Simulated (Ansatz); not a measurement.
For WGe2 (model structure, started from the C49 type, Cmcm, No. 63, 6 atoms in the cell), PBE (Ansatz, a quantum-chemistry and plane-wave program, plane waves, PAW) gives:

- equilibrium volume per atom = 15.86 Å³/atom
- enthalpy of formation = 0.415 eV/atom

**Question.** What does PBE-D3(BJ) (plane waves, PAW; Ansatz) give for the same quantities?

**Answer.** 
- equilibrium volume per atom: 15.34 Å³/atom (decreases by 3.3 %)
- formation enthalpy: 0.323 eV/atom (falls by 0.092 eV/atom)

Changes are worked out from the printed values.

Unless a cell is named, each level is at its own relaxed cell (PBE 15.86, PBE-D3(BJ) 15.34 Å³/atom).

Levels without +SOC leave out spin–orbit coupling, which shifts energies and cells of such heavy elements.

Ansatz's density-functional and Hartree–Fock values are scalar-relativistic unless marked +SOC, with PAW data made under PBE.

A model structure was made by putting elements into a prototype or built by hand; it is no filed structure, need not be a known phase, and can be a saddle point held by its symmetry.
